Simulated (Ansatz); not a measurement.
The parent structure is ZrN in the rock salt structure (space group Fm-3m, No. 225; a = 4.552 Å).

Method: plane-wave PAW DFT at the PBEsol level (Ansatz, a first-principles code, 420 eV), scalar-relativistic without spin-orbit coupling.

Before the change:

Pressure: 0.0 GPa

Modification: the cell is scaled by 0.9833 in all directions, atoms relaxed at fixed cell.

Problem. What does the calculation give for the pressure and energy relative to the base after the change?

Solution. The pressure goes from zero to 15.1 GPa; the energy rises by 26 meV/atom.

The cells carry an imposed strain or load. No phonon test of stability was made. The final runs are not spin-polarised. An odd electron count without spin: ZrN.
